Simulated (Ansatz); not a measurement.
## How the c axis length of InGaZnO4 (model structure, started from the InGaZnO4 type, R3m, No. 160, 7 atoms in the cell) moves with the method

No measured value is used here.

```csv
level (code),value (Å)
PBE (Ansatz),…
PBEsol (Ansatz),25.749
PBE-D3(BJ) (Ansatz),25.954
```

Question: Some entries are withheld; supply them.

Answer: 
- PBE (Ansatz, an electronic-structure program), value (Å): 26.107

Ansatz's density-functional and Hartree–Fock values are scalar-relativistic unless marked +SOC, with PAW data made under PBE.

A model structure was made by putting elements into a prototype or built by hand; it is no filed structure, need not be a known phase, and can be a saddle point held by its symmetry.
